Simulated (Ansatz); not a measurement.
The starting structures come from a database of crystals and need not be the phases stable at ambient conditions.

Inside the gap of an insulator the Bloch states are evanescent, with a wavenumber k + iκ along the transport direction.

Data:

```
LiNbO2
1.0
    2.92178     0.00000     0.00000
    0.00000    10.45103     0.00000
    1.46089     0.00000     2.53034
Li Nb O
2 2 4
Direct
  0.00000   0.00000   0.00000
  0.00000   0.50000   0.00000
  0.33333   0.25000   0.33333
  0.66667   0.75000   0.66667
  0.33333   0.87817   0.33333
  0.66667   0.12183   0.66667
  0.66667   0.37817   0.66667
  0.33333   0.62183   0.33333
```

Space group of this cell: P6_3/mmc. The cell is taken as given; by r2SCAN its mean pressure is -4.7 GPa.

Transport runs along the normal of the first two printed cell vectors, the (100) plane of the conventional cell.

No gap correction and no spin-orbit coupling; mid-gap values are interpolated between computed energies.

Predict the band gap and the smallest decay constant κ at mid-gap from r2SCAN (Ansatz, a quantum-chemistry and plane-wave program).

Gap 1.79 eV on a 12×4×12 mesh; κ = 0.263 1/Å, at the zone centre.
